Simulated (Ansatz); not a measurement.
Base system: WSe2 in the 2H-MoS2 type structure (space group P6_3/mmc, No. 194; layered, stacked along the Cartesian z axis).

```
CELL_PARAMETERS angstrom
      3.23050     0.00000     0.00000
     -1.61525     2.79770     0.00000
      0.00000     0.00000    12.41131
ATOMIC_POSITIONS crystal
  W  0.33333 0.66667 0.25000
  W  0.66667 0.33333 0.75000
  Se 0.33333 0.66667 0.61455
  Se 0.66667 0.33333 0.11455
  Se 0.66667 0.33333 0.38545
  Se 0.33333 0.66667 0.88545
```

Cartesian axes are those of the cell as printed.

Level of theory: Ansatz (a quantum-chemistry and plane-wave program), PBEsol-D3(BJ), PAW, cutoff 420 eV, without spin-orbit coupling.

Base values:

The band gap comes out as 0.67 eV. The volume per atom is 18.70 Å³.

The change: biaxial strain −1.15 %, plane normal [001], relaxed out of plane (Cartesian); in-plane vectors clamped, the third vector and the atoms free.

**Question.** Predict the new band gap.

**Answer.** The band gap increases by 0.013 eV (0.67 eV → 0.69 eV).

**Question.** How does this affect the volume per atom?

**Answer.** The volume per atom drops by 0.343 Å³ to 18.35 Å³.

Spin-orbit coupling, missing from the scalar runs, can matter with W. Gaps are read on the SCF mesh and a high-symmetry path. Stability against distortions was not tested.
